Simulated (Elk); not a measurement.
# Elk run on Nb₆SnGe (Pm-3, 8 atoms in the cell): self-consistent single point

Computed with PBEsol, all-electron FP-LAPW, Elk's shipped species files, APW+lo basis with extra local orbitals in Elk.

The input file:

```
tasks
  0

xctype
  22

rgkmax
  7.5

gmaxvr
  14.0

nxlo
  2

lorbcnd
  .true.

rmtscf
  0.87

lmaxi
  2

stype
  0

swidth
  0.00367493

avec
    9.9355752509    0.0000000000    0.0000000000
    0.0000000000    9.9355752509    0.0000000000
    0.0000000000    0.0000000000    9.9355752509

sppath
  'species/'

atoms
  3   : nspecies
  'Nb.in'   : spfname
  6   : natoms; atposl, bfcmt below
  0.0000000000  0.5000000000  0.7421900000    0.0 0.0 0.0
  0.0000000000  0.5000000000  0.2578100000    0.0 0.0 0.0
  0.7421900000  0.0000000000  0.5000000000    0.0 0.0 0.0
  0.2578100000  0.0000000000  0.5000000000    0.0 0.0 0.0
  0.5000000000  0.7421900000  0.0000000000    0.0 0.0 0.0
  0.5000000000  0.2578100000  0.0000000000    0.0 0.0 0.0
  'Sn.in'   : spfname
  1   : natoms; atposl, bfcmt below
  0.0000000000  0.0000000000  0.0000000000    0.0 0.0 0.0
  'Ge.in'   : spfname
  1   : natoms; atposl, bfcmt below
  0.5000000000  0.5000000000  0.5000000000    0.0 0.0 0.0

ngridk
  4 4 4
```

The program printed (abridged):

```
│ Elk code version 10.2.4 │

All units are atomic (Hartree, Bohr, etc.)

│ Ground-state run starting from atomic densities │

Lattice vectors :
   9.935575251       0.000000000       0.000000000
   0.000000000       9.935575251       0.000000000
   0.000000000       0.000000000       9.935575251

Unit cell volume      :    980.7968243
Brillouin zone volume :   0.2529068277

Muffin-tin inner radius fraction :   0.1000000000E-01

Nuclei treated as point charges

Species :    1 (Nb)
 parameters loaded from : Nb.in
 name : niobium
 nuclear charge    :   -41.00000000
 electronic charge :    41.00000000
 atomic mass :    169357.9703
 muffin-tin radius :    2.262000000
 number of radial points in muffin-tin :    597
 atomic positions (lattice), magnetic fields (Cartesian) :
   1 :   0.00000000  0.50000000 -0.25781000    0.00000000  0.00000000  0.00000000
   2 :   0.00000000  0.50000000  0.25781000    0.00000000  0.00000000  0.00000000
   3 :  -0.25781000  0.00000000  0.50000000    0.00000000  0.00000000  0.00000000
   4 :   0.25781000  0.00000000  0.50000000    0.00000000  0.00000000  0.00000000
   5 :   0.50000000 -0.25781000  0.00000000    0.00000000  0.00000000  0.00000000
   6 :   0.50000000  0.25781000  0.00000000    0.00000000  0.00000000  0.00000000

Species :    2 (Sn)
 parameters loaded from : Sn.in
 name : tin
 nuclear charge    :   -50.00000000
 electronic charge :    50.00000000
 atomic mass :    216395.0920
 muffin-tin radius :    2.262000000
 number of radial points in muffin-tin :    597
 atomic positions (lattice), magnetic fields (Cartesian) :
   1 :   0.00000000  0.00000000  0.00000000    0.00000000  0.00000000  0.00000000

Species :    3 (Ge)
 parameters loaded from : Ge.in
 name : germanium
 nuclear charge    :   -32.00000000
 electronic charge :    32.00000000
 atomic mass :    132414.6195
 muffin-tin radius :    2.088000000
 number of radial points in muffin-tin :    497
   [... lines left out ...]
Maximum |G| for potential and density :    14.00000000
 potential will be trimmed for |G| > 2 gkmax
Constant for pseudocharge density :    8
Radial integration step length :    4

G-vector grid sizes :     45    45    45
Number of G-vectors :    45553

Maximum angular momentum used for
 APW functions                      :    8
 outer part of muffin-tin           :    6
 inner part of muffin-tin           :    2

Total nuclear charge    :   -328.0000000
Total core charge       :    216.0000000
Total valence charge    :    112.0000000
Total excess charge     :    0.000000000
Total electronic charge :    328.0000000

Effective Wigner radius, rₛ :   0.8937283464

Number of empty states         :   32
Total number of valence states :   88
Total number of core states    :  216

Conduction state local-orbitals added automatically
Total number of local-orbitals :  660

Exchange-correlation functional :     22     0     0
 PBEsol, Phys. Rev. Lett. 100, 136406 (2008)
 gradient requirement :    1
 generalised gradient approximation (GGA)

Smearing type :    0
 Gaussian
Smearing width :   0.3674930000E-02
Effective electronic temperature (K) :    1160.451112

Mixing type :    3
 Broyden mixing, J. Phys. A: Math. Gen. 17, L317 (1984)

Kohn-Sham potential initialised from atomic data
│ Self-consistent loop started │
│ Loop number : 1 │
 total energy                :     -31176.5247704
│ Loop number : 2 │
 total energy                :     -31177.1765525
RMS change in Kohn-Sham potential (target) :   0.1365921141     (  0.1000000000E-05)
Absolute change in total energy (target)   :   0.6517820521     (  0.1000000000E-03)
│ Loop number : 3 │
 total energy                :     -31178.5318215
RMS change in Kohn-Sham potential (target) :   0.1290656398     (  0.1000000000E-05)
Absolute change in total energy (target)   :    1.518214513     (  0.1000000000E-03)
│ Loop number : 4 │
 total energy                :     -31178.9951753
RMS change in Kohn-Sham potential (target) :   0.1202685365     (  0.1000000000E-05)
Absolute change in total energy (target)   :   0.8429074734     (  0.1000000000E-03)
│ Loop number : 5 │
 total energy                :     -31182.0735079
RMS change in Kohn-Sham potential (target) :   0.6202818916E-01 (  0.1000000000E-05)
Absolute change in total energy (target)   :    3.289059453     (  0.1000000000E-03)
   [... lines left out ...]
Absolute change in total energy (target)   :   0.7953035096E-02 (  0.1000000000E-03)
│ Loop number : 13 │
 total energy                :     -31184.5968396
RMS change in Kohn-Sham potential (target) :   0.2372747738E-05 (  0.1000000000E-05)
Absolute change in total energy (target)   :   0.2313973513E-02 (  0.1000000000E-03)
│ Loop number : 14 │
 total energy                :     -31184.5970553
RMS change in Kohn-Sham potential (target) :   0.2835796157E-06 (  0.1000000000E-05)
Absolute change in total energy (target)   :   0.7941378244E-03 (  0.1000000000E-03)
│ Loop number : 15 │
 total energy                :     -31184.5970725
RMS change in Kohn-Sham potential (target) :   0.8591092595E-07 (  0.1000000000E-05)
Absolute change in total energy (target)   :   0.2157621129E-03 (  0.1000000000E-03)
│ Loop number : 16 │
 total energy                :     -31184.5970700
RMS change in Kohn-Sham potential (target) :   0.2768468037E-07 (  0.1000000000E-05)
Absolute change in total energy (target)   :   0.5139328277E-04 (  0.1000000000E-03)
Convergence targets achieved

│ Loop number : 17 │

Energies :
 Fermi                       :     0.432710465049
 sum of eigenvalues          :     -18490.0090270
 electron kinetic            :      32351.6792993
 core electron kinetic       :      31466.3900719
 Coulomb                     :     -62593.2763065
 Coulomb potential           :     -49603.3370739
 nuclear-nuclear             :     -3288.51106657
 electron-nuclear            :     -69006.1934060
 Hartree                     :      9701.42816608
 Madelung                    :     -37791.6077696
 xc potential                :     -1238.35125243
 exchange                    :     -923.809982081
 correlation                 :     -19.1900746664
 total energy                :     -31184.5970640

Density of states at Fermi energy :    178.1671300
 (states/Hartree/unit cell)

Estimated indirect band gap :   0.1352980368E-02
 from k-point      2 to k-point      7
Estimated direct band gap   :   0.1894789751E-02
 at k-point      2

Charges :
 core                        :    216.0000000
 valence                     :    112.0000000
 interstitial                :    21.12285204
 muffin-tins (core leakage)
  species :    1 (Nb)
   atom    1                 :    38.28787335     (  0.1208160904E-04)
   atom    2                 :    38.28787335     (  0.1208160904E-04)
   atom    3                 :    38.28787335     (  0.1208160904E-04)
   atom    4                 :    38.28787335     (  0.1208160904E-04)
   atom    5                 :    38.28787335     (  0.1208160904E-04)
   atom    6                 :    38.28787335     (  0.1208160904E-04)
  species :    2 (Sn)
   atom    1                 :    47.41572746     (  0.5079020651E-03)
  species :    3 (Ge)
   atom    1                 :    29.73418042     (  0.1960919846E-02)
 total in muffin-tins        :    306.8771480
 total calculated charge     :    328.0199804
 total charge                :    328.0000000
 error                       :   0.1998035358E-01

│ Self-consistent loop stopped │
```

The run converged in 17 iterations. The count includes the last loop, which Elk runs after its targets are met.

The starting cell comes from a database of computed structures (which also holds hypothetical and non-ambient phases and stackings), without a prior relaxation at this level. Spin polarisation is off. Values depend on the basis (sphere radii, cutoffs, local orbitals), which need not be converged. The log's line on a gap gives a spacing of levels on this mesh, which the program prints for metals too.

Cost on one core of a shared machine: roughly 80 s.
